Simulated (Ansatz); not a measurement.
The reference is BeSe in the zinc blende structure (space group F-43m, No. 216; a = 5.0816 Å). Axes: x, y, z lie along the cube axes.

Level of theory: Ansatz (a first-principles code) LDA, no SOC.

Base values:

```
Quantity                 Value
-------------------  ---------
Smallest direct gap    4.43 eV
Band gap               2.40 eV
Pressure             -0.01 GPa
```

Now apply this change: biaxial strain −2.50 %, plane normal [001], relaxed out of plane (Cartesian); in-plane vectors clamped, the third vector and the atoms free.

Problem. Predict the new out-of-plane strain.

Solution. The out-of-plane strain is +2.00 %.

Problem. What happens to the smallest direct gap?

Solution. The smallest direct gap grows by 0.13 eV (4.43 eV → 4.56 eV).

Problem. How does this affect the band gap?

Solution. The band gap decreases by 0.27 eV (2.40 eV → 2.13 eV).

Problem. How does this affect the pressure?

Solution. The pressure (mean of the normal stresses, compression positive) goes up by 2.733 GPa to 2.73 GPa.

No phonon test of stability was made.
